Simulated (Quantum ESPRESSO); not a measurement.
A user runs Quantum ESPRESSO on K₂CuF₄ (I4/mmm, 7 atoms in the cell) and asks whether the run is sound. The aim is a self-consistent single point with DFT, PBEsol, plane waves, GBRV 1.5 ultrasoft (PBESOL) pseudopotentials.

Cell that was meant: a = 7.0080 Å, b = 7.0080 Å, c = 7.0080 Å, α = 145.58°, β = 145.58°, γ = 49.47°.

Part of the input:

```fortran
    degauss = 0.0099958
/
&ELECTRONS
    conv_thr = 1.0d-2
    mixing_beta = 0.4
/
ATOMIC_SPECIES
```

The program printed (abridged):

```
     Message from routine setup:
     using ibrav=0 with symmetry is DISCOURAGED, use correct ibrav instead
     G-vector sticks info
   [... lines left out ...]
        k(    1) = (   0.0000000   0.0000000   0.0000000), wk =   0.0058309
        k(    2) = (   0.2414137   0.2414137   0.0000000), wk =   0.0233236
        k(    3) = (   0.4828273   0.4828273   0.0000000), wk =   0.0233236
   [... 37 lines left out ...]

     Dense  grid:    99617 G-vectors     FFT dimensions: (  90,  90,  90)

     Smooth grid:    35247 G-vectors     FFT dimensions: (  60,  60,  60)

     Initial potential from superposition of free atoms

     starting charge      62.9927, renormalised to      65.0000
     Self-consistent Calculation

     iteration #  1     ecut=    50.00 Ry     beta= 0.40

     Threshold (ethr) on eigenvalues was too large:
     Diagonalizing with lowered threshold

     total energy              =    -711.77360853 Ry
     estimated scf accuracy    <       0.61661546 Ry

     iteration #  2     ecut=    50.00 Ry     beta= 0.40

     total energy              =    -711.87591632 Ry
     estimated scf accuracy    <       0.35033669 Ry

     iteration #  3     ecut=    50.00 Ry     beta= 0.40

     total energy              =    -711.93323042 Ry
     estimated scf accuracy    <       0.01848600 Ry

     iteration #  4     ecut=    50.00 Ry     beta= 0.40
     c_bands:  1 eigenvalues not converged
     c_bands:  1 eigenvalues not converged
     c_bands:  1 eigenvalues not converged
     c_bands:  2 eigenvalues not converged
     c_bands:  1 eigenvalues not converged
     End of self-consistent calculation

     the Fermi energy is     5.0887 ev

!    total energy              =    -711.93501547 Ry
     estimated scf accuracy    <       0.00495968 Ry
     smearing contrib. (-TS)   =       0.00037764 Ry
     internal energy E=F+TS    =    -711.93539311 Ry

     convergence has been achieved in   4 iterations

     Forces acting on atoms (cartesian axes, Ry/au):

     atom    1 type  1   force =     0.00000000    0.00000000    0.00000000
     atom    2 type  1   force =    -0.00000000   -0.00000000    0.00000000
     atom    3 type  2   force =     0.00000000    0.00000000   -0.00355549
     atom    4 type  2   force =    -0.00000000    0.00000000    0.00355549
   [... lines left out ...]
     Total force =     0.014064     Total SCF correction =     0.080599
   [... lines left out ...]

          total   stress  (Ry/bohr**3)                   (kbar)     P=     -513.83
  -0.00355598   0.00000000   0.00000000         -523.10        0.00        0.00
   0.00000000  -0.00355598   0.00000000            0.00     -523.10        0.00
   0.00000000   0.00000000  -0.00336690            0.00        0.00     -495.29

   JOB DONE.
```

Question: Can these results be used? Check the input.

Answer: The run is not sound. The fault is a convergence threshold that is too loose. A loop that stops early leaves an energy error of second order in the density error, but errors of first order in forces and stress. To fix it, tighten the threshold. The run converged in 4 iterations without an error; against the sound input the free energy goes up by 4.7 meV/atom, the pressure goes from -1.83 to -51.38 GPa and the largest force goes from 0.127 to 0.239 eV/Å. The full log also holds: “SCF correction compared to forces is large: reduce conv_thr to get better values”.

The sound input it was made from differs as follows (other fixes are possible):
```diff
-    conv_thr = 1.0d-2
+    conv_thr = 1.0d-9
```

With that input, the run converged in 13 iterations: free energy E − TS -9686.4024 eV; Fermi level (on the code's own zero) 4.93 eV; pressure -1.83 GPa; largest force (vector length) 0.127 eV/Å (DFT, PBEsol, plane waves, GBRV 1.5 ultrasoft (PBESOL) pseudopotentials).

On the sound input: the starting cell comes from a database of published, mostly measured structures (it also holds non-ambient and calculated ones), without a prior relaxation at this level. Spin polarisation is off; with an odd number of electrons in the cell that forces a metal, and a magnetic state may lie lower.
